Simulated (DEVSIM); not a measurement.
Device: illuminated Si n-on-p cell, one wavelength, with a back-surface field, at 300 K.

```
layer (left to right)  material  thickness (μm)  Nd (cm⁻³)  Na (cm⁻³)   τn (s)   τp (s)  absorption coefficient (cm⁻¹)
---------------------  --------  --------------  ---------  ---------  -------  -------  -----------------------------
1                            Si           0.130     1.1e18          -   1.3e-5  0.00014                            690
2                            Si            31.0          -     1.7e16  0.00019  0.00019                            690
3                            Si           0.430          -     9.1e18  0.00019  0.00019                            690
```

Left contact: ohmic, minority hole recombination velocity 70000 cm/s. Right contact: ohmic, minority electron recombination velocity 20 cm/s. Voltage is applied to the left contact. Recombination: SRH at mid-gap, radiative, Auger. Light enters at the left, 3.3e16 photons cm⁻² s⁻¹, one pass, no reflection. Mobility is μmin + (μ − μmin)/(1 + (N/Nref)^α).

This is a model device: material constants are rounded textbook-type values typed into the input, and sizes, dopings and lifetimes were drawn at random. Values at 300 K.

| parameter | Si |
|---|---|
| gap (eV) | 1.124 |
| affinity (eV) | 4.05 |
| permittivity | 11.7 |
| Nc (cm⁻³) | 2.86e19 |
| Nv (cm⁻³) | 3.1e19 |
| μn (cm²/Vs) | 1417 |
| μp (cm²/Vs) | 470 |
| μn,min | 52 |
| μp,min | 45 |
| Nref,n | 9.7e16 |
| Nref,p | 2.2e17 |
| αn | 0.68 |
| αp | 0.72 |
| B (cm³/s) | 4.7e-15 |
| Cn (cm⁶/s) | 2.8e-31 |
| Cp (cm⁶/s) | 9.9e-32 |

Model (solved in DEVSIM): 1D drift-diffusion, Boltzmann statistics, complete ionisation; no tunnelling, impact ionisation, image-force lowering or self-heating.

The thickness of layer 1 was swept, all else fixed.

| thickness of layer 1 (μm) | dark forward voltage at 100 A/cm² (V) | open-circuit voltage (V) | share of generated pairs collected at short circuit | dark forward voltage at 1 A/cm² (V) |
|---|---|---|---|---|
| 0.026 | 0.862 | 0.572 | 0.999 | 0.713 |
| 0.045 | 0.862 | 0.573 | 0.999 | 0.714 |
| 0.078 | 0.863 | 0.574 | 0.999 | 0.715 |
| 0.13 | 0.864 | 0.576 | 0.999 | 0.718 |
| 0.22 | 0.866 | 0.579 | 0.997 | 0.721 |
| 0.39 | 0.870 | 0.584 | 0.993 | 0.726 |
| 0.65 | 0.874 | 0.590 | 0.986 | 0.732 |

From the first row to the last the dark forward voltage at 100 A/cm² goes from 0.862 to 0.874. From the first row to the last the open-circuit voltage goes from 0.572 to 0.590.
